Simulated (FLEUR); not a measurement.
FLEUR run on HfGa3 (I4/mmm, 4 atoms in the cell): self-consistent single point.

Method of the run: PBEsol, all-electron FLAPW (FLEUR), scalar-relativistic valence run with FLEUR.

The change in words: lattice scaled by 0.98. Reference geometry:
```yaml
crystal:
  lattice:
    - [-1.90136, 1.90136, 4.43784]
    - [1.90136, -1.90136, 4.43784]
    - [1.90136, 1.90136, -4.43784]
  atoms:
    - { symbol: Hf, position: [0.00000, 0.00000, 0.00000] }
    - { symbol: Ga, position: [0.50000, 0.50000, 0.00000] }
    - { symbol: Ga, position: [0.75000, 0.25000, 0.50000] }
    - { symbol: Ga, position: [0.25000, 0.75000, 0.50000] }
```

Reference input (self-consistent single point, DFT, PBEsol, all-electron FLAPW (FLEUR), scalar-relativistic valence): Kmax = 4.2 1/bohr; GmaxXC = 12.6 1/bohr; xcFunctional = PBEs; jspins = 1; l_soc = F; mode = gauss; fermiSmearingEnergy = 0.00734986 Htr; mesh (inpgen div1-3) = 8 8 8; inpgen gamma flag = true; Gmax = 12.6 1/bohr; numbands = 0; maxIterBroyd = 15. This run's input differs from it in these lines:

```diff
@@ -3,5 +3,5 @@
 &input film=f /
--1.9013620000 1.9013620000 4.4378370000
-1.9013620000 -1.9013620000 4.4378370000
-1.9013620000 1.9013620000 -4.4378370000
+-1.8633350000 1.8633350000 4.3490800000
+1.8633350000 -1.8633350000 4.3490800000
+1.8633350000 1.8633350000 -4.3490800000
 1.8897261246
@@ -46,5 +46,5 @@
          <bravaisMatrix>
-            <row-1>   -3.5930534437217050     3.5930534437217050     8.3862965156164897</row-1>
-            <row-2>    3.5930534437217050    -3.5930534437217050     8.3862965156164897</row-2>
-            <row-3>    3.5930534437217050     3.5930534437217050    -8.3862965156164897</row-3>
+            <row-1>   -3.5211928283815408     3.5211928283815408     8.2185700939753676</row-1>
+            <row-2>    3.5211928283815408    -3.5211928283815408     8.2185700939753676</row-2>
+            <row-3>    3.5211928283815408     3.5211928283815408    -8.2185700939753676</row-3>
          </bravaisMatrix>
```

The program printed (abridged):

```
 Iteration:     1   Distance:       9.30976672 me/bohr^3
 Iteration:     2   Distance:       8.11706607 me/bohr^3
 Iteration:     3   Distance:       4.06468420 me/bohr^3
 Iteration:     4   Distance:       1.31360323 me/bohr^3
 Iteration:     5   Distance:       0.82409258 me/bohr^3
   [... 10 lines left out ...]
 Iteration:    16   Distance:       0.00016992 me/bohr^3
 Iteration:    17   Distance:       0.00008127 me/bohr^3
 Iteration:    18   Distance:       0.00003988 me/bohr^3
 Iteration:    19   Distance:       0.00000640 me/bohr^3
 Run finished successfully
 Stop message:
   Structural relaxation: Done

[file out, last iteration]
             iter=     20
[...]
          total density-effective poten   -3.5375554002E+04
          total charge density-energy d   -5.2821280287E+02
 Updated energy parameters for spin:           1
[...]
 fermi energy and band-weighting factors:
    1.069619    1.094208

[...]
FERMIE:
          first approx. to ef    (T=0)  :   0.415912 htr   (energy of the highest occ. eigenvalue)
          number of occ. states  (T=0)  :       1912
          first approx. to seigv (T=0)  :  -8.305424 htr
          sum of weights of occ. states :  32.500000
          sum of semicore charge        :   0.000000 e
          fermi energy=   0.41690 har   work function= -11.34448 ev
          number of valence electrons=  65.00000
   [... lines left out ...]
          total moment                 =     0.00000
 Direct bandgap for spin            1 :    1.4829296113950896E-002  Htr
   [... lines left out ...]
      1                                                                            1281924.08505781     average density over nuncleus
      2               0.00009722                    0.00001116                       27821.60813755     density at radius of nuncleus
      2                                                                              28354.82741584     averag
```

The run converged in 19 iterations. FLEUR gives forces in its relaxation mode, with a further iteration, so its stop message speaks of a relaxation. 

The starting cell comes from a database of computed structures (which also holds hypothetical and non-ambient phases and stackings), without a prior relaxation at this level. Its lattice was rescaled by a random factor within 2.5 % of one. For this run, on top of that: lattice scaled by 0.98. Spin-orbit coupling is off. Values depend on the basis (sphere radii, cutoffs, local orbitals), which need not be converged. The log's line on a gap gives a spacing of levels on this mesh, which the program prints for metals too.

These are the values that this program gave, and no reference: the default basis lacks the next d shell.

Cost on one core of a shared machine: roughly 10 min.
